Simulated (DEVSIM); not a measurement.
Device: Co/SiON/n-Ge capacitor, at 250 K.

Layer 1 from the left is SiON, thickness (nm) 2.60. Layer 2 from the left is Ge, thickness (nm) 2200, Nd (cm⁻³) 7.2e16.

Metal gate on the left, work function 5 eV. Fixed charge at the semiconductor interface 1.8e10 cm⁻² (in units of +e); interface traps 3e11 cm⁻² eV⁻¹, uniform in energy, neutral level at 0.3 of the gap above the valence band.

This is a model device: material constants are rounded textbook-type values typed into the input, and sizes, dopings and lifetimes were drawn at random. Values at 300 K; Nc and Nv go as T^1.5, mobilities as T to minus their exponent, the gap by Varshni's rule with the affinity fixed.

SiON: gap (eV) 7, affinity (eV) 1.4, permittivity 5.5. Ge: gap (eV) 0.664, affinity (eV) 4, permittivity 16, Nc (cm⁻³) 1.04e19, Nv (cm⁻³) 6e18, Varshni α (eV/K) 0.000477, Varshni β (K) 235.

DEVSIM, 1D Poisson equation in equilibrium, Boltzmann statistics, complete ionisation; no quantum confinement or tunnelling. Metal contacts follow the ideal Schottky-Mott rule: no Fermi-level pinning, no interface dipoles.

### Question
What does the simulation give for the threshold voltage (band bending 2φF), the flat-band voltage, the minimum of the low-frequency capacitance?

### Answer
threshold voltage (band bending 2φF) 0.33 V; flat-band voltage 0.91 V; minimum of the low-frequency capacitance 0.179 μF/cm².
